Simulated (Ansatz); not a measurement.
## rock-salt TiC (0 0 1) on rock-salt MgO (0 0 1) (film strained to the substrate, started from cuts of the bulks and a machine-learned relaxation; slabs Mg8O8 and C6Ti6, which can lie off the formulas)

A periodic stack without vacuum, rock-salt TiC (0 0 1) on rock-salt MgO (0 0 1) (film strained to the substrate, started from cuts of the bulks and a machine-learned relaxation; slabs Mg8O8 and C6Ti6, which can lie off the formulas): substrate slab Mg8O8, film C6Ti6, surface cells [[1, 0], [1, 1]] and [[1, 0], [1, 1]], film strained by -1.8 and -1.8 %, outermost planes MgO/MgO and CTi/CTi as cut, which need not be the usual terminations and can put a slab off its formula.

The start was prepared with a machine-learned potential, and the result is one local minimum, with the in-plane cell held and forces under 0.04 eV/Å; the film can end far from its bulk form.

The numbers are results of PBE (plane waves to 420 eV, PAW; Ansatz, an electronic-structure program), not measurements. Spin–orbit coupling is left out; the runs are not spin-polarised; PBE gaps are too small against experiment. Its k-point mesh 10×10×1, Fermi–Dirac width 0.05 eV.

- interface area = 9.1 Å²
- period = 30.39 Å
- heights between the nearest atoms of the two slabs at the two interfaces = 2.27 and 2.27 Å
- Mg–Ti contacts across the interfaces within 1.22 times the sum of covalent radii = 8, mean 3.13 Å
- C–Mg contacts across the interfaces within 1.22 times the sum of covalent radii = 2, mean 2.27 Å
- O–Ti contacts across the interfaces within 1.22 times the sum of covalent radii = 2, mean 2.30 Å
- hole barrier (PBE) = 2.19 eV
- electron barrier (PBE) = 2.27 eV

```yaml
crystal:
  lattice:
    - [3.00784, 0.00003, 0.08551]
    - [0.00004, 3.00778, 0.03681]
    - [2.14548, -0.37084, 30.46213]
  atoms:
    - { symbol: Mg, position: [0.11101, 0.05247, 0.10676] }
    - { symbol: Mg, position: [0.68121, 0.55251, 0.03661] }
    - { symbol: Mg, position: [0.97114, 0.05249, 0.24675] }
    - { symbol: Mg, position: [0.54111, 0.55247, 0.17678] }
    - { symbol: Mg, position: [0.83123, 0.05262, 0.38670] }
    - { symbol: Mg, position: [0.40117, 0.55256, 0.31673] }
    - { symbol: Mg, position: [0.69108, 0.05268, 0.52687] }
    - { symbol: Mg, position: [0.26124, 0.55264, 0.45672] }
    - { symbol: O, position: [0.61121, 0.55252, 0.10681] }
    - { symbol: O, position: [0.18113, 0.05252, 0.03675] }
    - { symbol: O, position: [0.47131, 0.55255, 0.24674] }
    - { symbol: O, position: [0.04125, 0.05253, 0.17675] }
    - { symbol: O, position: [0.33136, 0.55258, 0.38672] }
    - { symbol: O, position: [0.90137, 0.05256, 0.31673] }
    - { symbol: O, position: [0.19125, 0.55265, 0.52673] }
    - { symbol: O, position: [0.76137, 0.05262, 0.45667] }
    - { symbol: C, position: [0.04443, 0.55259, 0.67345] }
    - { symbol: C, position: [0.61623, 0.05269, 0.60167] }
    - { symbol: C, position: [0.90004, 0.55257, 0.81783] }
    - { symbol: C, position: [0.47224, 0.05264, 0.74566] }
    - { symbol: C, position: [0.75608, 0.55254, 0.96183] }
    - { symbol: C, position: [0.32773, 0.05258, 0.89004] }
    - { symbol: Ti, position: [0.54367, 0.05258, 0.67420] }
    - { symbol: Ti, position: [0.11536, 0.55268, 0.60254] }
    - { symbol: Ti, position: [0.40027, 0.05259, 0.81762] }
    - { symbol: Ti, position: [0.97207, 0.55262, 0.74587] }
    - { symbol: Ti, position: [0.25695, 0.05253, 0.96096] }
    - { symbol: Ti, position: [0.82851, 0.55260, 0.88929] }
```
